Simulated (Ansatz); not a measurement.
A hypothetical phase is included: elements placed on a structure type, which no database files for this compound.

The decay constant κ of evanescent states in the gap governs leakage through a thin film.

```
GaN
1.0
    5.53917     0.00000     0.00000
    0.00000     7.83357     0.00000
    0.00000     3.91678     3.91678
Ga N
6 6
Direct
  0.50000   0.75000   0.25000
  0.50000   0.25000   0.75000
  0.00000   0.50000   0.25000
  0.00000   0.50000   0.75000
  0.25000   0.00000   0.50000
  0.75000   0.00000   0.50000
  0.00000   0.75000   0.75000
  0.00000   0.25000   0.25000
  0.50000   0.00000   0.75000
  0.50000   0.00000   0.25000
  0.25000   0.50000   0.50000
  0.75000   0.50000   0.50000
```

The cell was relaxed by PBE-D3(BJ); by r2SCAN it stands under a pressure of -2.5 GPa.

Transport runs along the normal of the first two printed cell vectors, the (110) plane of the conventional cell.

No gap correction and no spin-orbit coupling; mid-gap is the computed energy nearest the middle.

**Question.** Compute, with Ansatz (a quantum-chemistry and plane-wave program) with r2SCAN, the band gap and the smallest decay constant κ at mid-gap.

**Answer.** Gap 1.80 eV on a 8×8×8 mesh; κ = 0.158 1/Å, at the zone centre.
